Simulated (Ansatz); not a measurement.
Defect: Hf-vacancy pair (Hf on one host Mo site, one Mo site vacant) in bcc Mo, neutral cell. Computed with PBE, PAW (plane waves to 420 eV; Ansatz, a program for electronic structure).

36-site cell at the relaxed PBE lattice, a 2×2×3 k-point mesh shifted by half a step, smearing 0.10 eV, spin-restricted, no finite-size correction. Energies are static. Spin-orbit coupling is left out. Forms of the defect that were not tried may lie lower.

Barriers: single points on a 3×3×5 k-point mesh shifted by half a step at the bands' geometries (they differ from the bands' own by up to 0.18 eV, and are uncertain by about as much).

The step: direct exchange of Hf with the vacancy (Hf-vacancy distance between ideal sites 2.74 Å throughout). Atoms about the jump, Cartesian Å from the middle of the jump, before and after:

```json
[
 {"atom": "Hf1", "x0": "-0.69", "y0": "-0.69", "z0": "-0.68", "x1": "0.69", "y1": "0.69", "z1": "0.68"},
 {"atom": "Mo2", "x0": "0.84", "y0": "-2.41", "z0": "0.83", "x1": "0.80", "y1": "-2.40", "z1": "0.80"},
 {"atom": "Mo3", "x0": "2.40", "y0": "-0.80", "z0": "-0.80", "x1": "2.41", "y1": "-0.84", "z1": "-0.83"},
 {"atom": "Mo4", "x0": "-0.80", "y0": "2.40", "z0": "-0.80", "x1": "-0.84", "y1": "2.41", "z1": "-0.83"},
 {"atom": "Mo5", "x0": "-2.41", "y0": "0.84", "z0": "0.83", "x1": "-2.40", "y1": "0.80", "z1": "0.80"},
 {"atom": "Mo6", "x0": "-0.78", "y0": "-0.79", "z0": "2.41", "x1": "-0.83", "y1": "-0.83", "z1": "2.46"},
 {"atom": "Mo7", "x0": "0.83", "y0": "0.83", "z0": "-2.46", "x1": "0.79", "y1": "0.78", "z1": "-2.41"},
 {"atom": "Mo8", "x0": "2.35", "y0": "2.35", "z0": "-0.78", "x1": "2.38", "y1": "2.38", "z1": "-0.81"},
 {"atom": "Mo9", "x0": "-2.38", "y0": "-2.38", "z0": "0.81", "x1": "-2.35", "y1": "-2.35", "z1": "0.78"},
 {"atom": "Mo10", "x0": "2.37", "y0": "-0.78", "z0": "2.34", "x1": "2.38", "y1": "-0.82", "z1": "2.38"},
 {"atom": "Mo11", "x0": "-0.78", "y0": "2.37", "z0": "2.34", "x1": "-0.82", "y1": "2.38", "z1": "2.38"},
 {"atom": "Mo12", "x0": "0.82", "y0": "-2.38", "z0": "-2.38", "x1": "0.78", "y1": "-2.37", "z1": "-2.34"},
 {"atom": "Mo13", "x0": "-2.38", "y0": "0.82", "z0": "-2.38", "x1": "-2.37", "y1": "0.78", "z1": "-2.34"}
]
```

Problem. Predict the transition state.

Solution. 
```csv
atom,x,y,z
Hf1,0.00,0.00,-0.01
Mo2,0.85,-2.48,0.85
Mo3,2.47,-0.86,-0.87
Mo4,-0.86,2.47,-0.87
Mo5,-2.48,0.85,0.84
Mo6,-0.83,-0.83,2.53
Mo7,0.83,0.83,-2.55
Mo8,2.32,2.32,-0.82
Mo9,-2.33,-2.33,0.80
Mo10,2.36,-0.81,2.30
Mo11,-0.81,2.36,2.30
Mo12,0.81,-2.37,-2.32
Mo13,-2.37,0.81,-2.33
```
It lies 0.70 eV above the start and 0.70 eV above the end. The saddle point's order was not checked, and it lies on a symmetry element of the cell, where a band can be held.
